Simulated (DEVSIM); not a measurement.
Device: Pd/SiO2/n-Ge capacitor, at 400 K.

Layer 1 from the left is SiO2, thickness (nm) 3.70. Layer 2 from the left is Ge, thickness (nm) 1900, Nd (cm⁻³) 1e17.

Metal gate on the left, work function 5.2 eV. Fixed charge at the semiconductor interface 0 cm⁻² (in units of +e); no interface traps.

Constants are typed, rounded textbook-type inputs, not results; the design itself was drawn at random and stands for no fabricated device. Values at 300 K; Nc and Nv go as T^1.5, mobilities as T to minus their exponent, the gap by Varshni's rule with the affinity fixed.

SiO2: gap (eV) 9, affinity (eV) 0.9, permittivity 3.9. Ge: gap (eV) 0.664, affinity (eV) 4, permittivity 16, Nc (cm⁻³) 1.04e19, Nv (cm⁻³) 6e18, Varshni α (eV/K) 0.000477, Varshni β (K) 235.

Question: Estimate by hand the flat-band voltage, the threshold voltage, and compare with a numerical solution.

Answer: 
- Flat-band voltage: C = 0.933 μF/cm², work-function difference 1.025 V; VFB = φms − qNf/C = 1.03 V; numerical 1.03 V.
- Threshold voltage: φF = 0.147 V, depletion charge √(4εqNφF) = 1.15e-7 C/cm²; VT = VFB − 2φF − Qd/C = 0.61 V; numerical 0.61 V.

DEVSIM, 1D Poisson equation in equilibrium, Boltzmann statistics, complete ionisation; no quantum confinement or tunnelling. Metal contacts follow the ideal Schottky-Mott rule: no Fermi-level pinning, no interface dipoles.
